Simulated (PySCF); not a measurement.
PySCF 2.14.0, PBE0/def2-svp, df: B-trichloroborazine (ClB1NB(Cl)NB(Cl)N1), 12 atoms. The geometry is a generated start, not checked to be a minimum at this level.

```yaml
task: energy
method: pbe0
basis: def2-svp
two_electron_scheme: density fitting
mol.max_memory: 3000 MB
mf.max_cycle: 100
mf.DIIS: CDIIS (default)
mf.conv_tol: 1e-09 (default)
mf.grids.level: 3 (default)
basis_functions: 153
grid_points: 169912
```

```xyz
12

Cl    -1.6265    -2.5791    -0.8279
B     -0.7358    -1.1649    -0.3886
N     -1.3961     0.0679    -0.1496
B     -0.6871     1.2363     0.2366
Cl    -1.5138     2.7196     0.5305
N      0.7227     1.1449     0.3761
B      1.4250    -0.0668     0.1437
Cl     3.1368    -0.1499     0.3258
N      0.6744    -1.2091    -0.2407
H     -2.3992     0.1148    -0.2517
H      1.2414     1.9666     0.6521
H      1.1581    -2.0802    -0.4064
```

With the defaults (mf.diis = true, mf.level_shift = 0, mf.init_guess = minao, mf.damp = 0, mf.diis_start_cycle = 1, mf.diis_space = 8, newton = off) it converges in 10 Fock builds. One run each on 2 threads, 1 BLAS thread, with these changes:
- mf.level_shift = 1 Hartree
- mf.damp = 0.3, mf.diis_start_cycle = 4
- mf.init_guess = huckel
- mf.diis_space = 12
- mf.init_guess = mod_huckel
- newton = Hessian by the SCF's own integrals
- mf.diis = false
- mf.diis_space = 5
- mf.level_shift = 0.3 Hartree

Question: Which runs fail or end elsewhere than the default run?

Answer: No convergence: mf.diis = false (the run ends without SCF convergence in 100 cycles). The rest reach the solution of the defaults.

```
setting                                      Fock builds             end
-------------------------------------------  -----------  --------------
the defaults                                          10   same solution
mf.diis_space = 5                                     10   same solution
mf.diis_space = 12                                    10   same solution
mf.damp = 0.3, mf.diis_start_cycle = 4                12   same solution
mf.init_guess = mod_huckel                            13   same solution
mf.init_guess = huckel                                13   same solution
mf.level_shift = 0.3 Hartree                          14   same solution
newton = Hessian by the SCF's own integrals           22   same solution
mf.level_shift = 1 Hartree                            33   same solution
mf.diis = false                                      101  no convergence
```

Under newton the count holds the products with the orbital Hessian.
